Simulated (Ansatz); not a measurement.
**A constructed model of the (0001) surface of hcp Ru, a layer of Sn in place of the third plane (bottom of the slab: a bare face, its two planes held)**

Calculation: PBE (plane waves to 420 eV, PAW; Ansatz, an electronic-structure program).

Set-up: 6 atoms, 10.6 Å thick at the start with caps and adatoms (thin: gaps and levels are the slab's own); mesh 16x16x1; 0.1 eV smearing; dipole correction on; 2 atoms held, the rest relaxed; symmetry of the start imposed; no spin, no spin-orbit, no U. In PBE it lies 0.06 eV a 1x1 cell over the lowest computed structure of the same composition (a layer of Sn in place of the second plane).

```json
{
 "work_function_of_the_top_face": "5.02 eV",
 "energy_released_by_relaxation": "0.52 eV",
 "cost": "about 3 core-minutes (a rough figure)"
}
```
